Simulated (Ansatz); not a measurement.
Ansatz (a quantum-chemistry and plane-wave program) run on YbAgBi (P6_3mc, 6 atoms in the cell): zone-centre phonon calculation.

Level of theory: LDA (PW92), default PAW files made with PBE (plane waves; Ansatz).

```
YbAgBi
1.0
    4.90253     0.00000     0.00000
   -2.45126     4.24572     0.00000
    0.00000     0.00000     7.86045
Yb Ag Bi
2 2 2
Cartesian
  0.00000   0.00000   5.88897
  0.00000   0.00000   1.95874
  0.00000   2.83048   4.47142
  2.45127   1.41524   0.54119
  0.00000   2.83048   7.59288
  2.45127   1.41524   3.66265
```

Reference input (self-consistent single point, DFT, LDA (PW92), plane waves, default PAW files made with PBE): basis.ecutwfc = 420 eV; kpoints.mp_grid.grid = 7 7 3; hamiltonian.xc = lda; hamiltonian.pseudopotentials = {kind: paw} (the program's default PAW files); scf.occupations.method = gaussian; scf.occupations.width = 0.1 eV. This run's input differs from it in these lines:

Ansatz 0.2 input:
```diff
@@ -14,3 +14,3 @@
 basis:
-  ecutwfc: 420.0
+  ecutwfc: 355.0
 kpoints:
@@ -22,6 +22,4 @@
   occupations: { method: gaussian, width: 0.1 }
-output:
-  forces: true
-  eigenvalues: true
-  stress: true
+phonons:
+  method: dfpt
```

The program printed (abridged):

```
SCF iter   1: F=—  HF=-66212.343166 eV  |F-HF|=—  |Δ(HF+E_count)|=         —  Δρ=1.50e-2  dr2=3.57e-1  ethr=1.77e-3  ⟨swp⟩=6.3  Hψ=10791  notcnv=0  defer=5
all-band conjugate gradients solve this SCF's bands
preconditioner: auto → LDOS
SCF iter   2: F=—  HF=-66213.569226 eV  |F-HF|=—  |Δ(HF+E_count)|=    1.23e0  Δρ=1.42e-1  dr2=3.09e1  ethr=3.08e-4  ⟨swp⟩=3.3  Hψ=6997  notcnv=0  defer=220  recentre
   [... lines left out ...]
SCF iter  12: F=—  HF=-66212.281001 eV  |F-HF|=—  |Δ(HF+E_count)|=   6.34e-9  Δρ=1.35e-6  dr2=2.61e-9  ethr=4.62e-11  ⟨swp⟩=2.0  Hψ=5007  notcnv=0  defer=86
SCF iter  13: F=—  HF=-66212.281001 eV  |F-HF|=—  |Δ(HF+E_count)|=   1.11e-9  Δρ=1.06e-6  dr2=1.67e-9  ethr=2.25e-12  ⟨swp⟩=2.0  Hψ=5379  notcnv=0  defer=86
SCF iter  14: F=—  HF=-66212.281001 eV  |F-HF|=—  |Δ(HF+E_count)|=  2.04e-10  Δρ=1.21e-7  dr2=2.11e-11  ethr=1.44e-12  ⟨swp⟩=2.4  Hψ=3702  notcnv=0  defer=86
SCF iter  15: F=-66212.281001 eV  HF=-66212.281001 eV  |F-HF|=1.46e-11  |Δ(HF+E_count)|=  4.37e-11  Δρ=2.79e-8  dr2=8.45e-13  ethr=1.00e-12  ⟨swp⟩=12.2  Hψ=17362  notcnv=0
SCF 1 converged in 15 iterations: F = -66212.281001 eV  dr2 = 8.45e-13
DFPT response loops at Γ: preconditioner auto → Kerker (q_TF=auto, 2.576 Å⁻¹) (partly filled bands, converged f_vac=0.014) …
Free energy (F): -66212.281001 eV
Internal energy: -66212.271941 eV  (E = F + TS)
E sigma→0 (E₀):  -66212.276471 eV
Entropy (-TS):   -0.009060 eV (-1.510 meV/atom)
Fermi energy:    12.633313 eV
--- Phonons (Γ-DFPT): 6 representative perturbations + reference, on 44 of 147 k-points (Σ response iterations 24) ---
  k mesh reduced under 2 symmetry operations, with k and −k counted as one. Each operation leaves every solved perturbation unchanged …
  ASR residual: 6.881e-5 → 0.000e0 eV/Å²; symmetrization residual: 1.530e-4 eV/Å²
  ASR residual per site (eV/Å²): 6.88e-5 6.88e-5 1.01e-5 1.01e-5 4.56e-5 4.56e-5
  Γ frequencies (cm⁻¹): 0.00 0.00 0.00 46.10 46.10 53.25 53.25 58.98 62.50 70.31 72.85 72.85 73.04 78.08 99.04 99.04 103.62 103.62
  non-analytic LO–TO correction: not included (Born effective charges unavailable; polar crystals: no LO–TO splitting at Γ)
```

The run converged in 15 iterations. 

Summary of the result:
| Quantity | Value |
|---|---|
| Free energy E − TS (on the zero of these files) | -66212.2810 eV |
| Fermi level (on the code's own zero) | 12.63 eV |
| Zone-centre frequencies (cm⁻¹; negative means imaginary) | 0, 0, 0, 46, 46, 53, 53, 59, 62, 70, 73, 73, 73, 78, 99, 99, 104, 104 |

The starting cell comes from a database of computed structures (which also holds hypothetical and non-ambient phases and stackings), without a prior relaxation at this level. Its lattice was rescaled by up to half a per cent. Spin-orbit coupling is off. Spin polarisation is off. The cutoff lies below the one recommended for these files.

Cost on one core of a shared machine: roughly 7 min.
